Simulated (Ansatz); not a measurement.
# OH on the 1x1 (111) surface of fcc Al, one in a 2x2 cell, started at the site 'bridge Al-Al (span 2.9 Å)'

Method: r2SCAN, at the PBE geometry and the start's symmetry (plane waves to 500 eV, PAW; Ansatz, a program for electronic structure).

Slab: 18 atoms, 7.0 Å thick at the start under the adsorbate (thin: gaps and levels are the slab's own); k 6x6x1, smearing 0.1 eV, dipole-corrected; single point; no symmetry held, on the structure that PBE left; spin-polarised, no spin-orbit, no U, no dispersion correction. The starting moment vanished. The program's check for a lower electronic state was not made. At the end it is bonded to 2 Al. In PBE it is, or lies within 0.03 eV of, the lowest of the starts that converged; the order may differ at this level.

```yaml
adsorption energy against H2O(g) − ½ H2(g) at the same level: -0.89 eV
work_function_of_the_top_face: 3.25 eV
change_of_the_work_function: -0.83 eV
change_of_the_step_from_the_bottom_to_the_top_vacuum_level_against_the_clean_slab: -0.85 eV
height of the binding atom over the mean of the host atoms within 0.3 Å of the top one: 1.455 Å
magnetic_moment_of_the_cell: 0.00 μB
nearest_host_atoms_of_the_binding_atom: Al at 1.95 Å, Al at 1.95 Å, Al at 3.05 Å
cost: very roughly 6 core-minutes
```

A negative adsorption energy means that the adsorbate is more stable on the surface than in its reference.
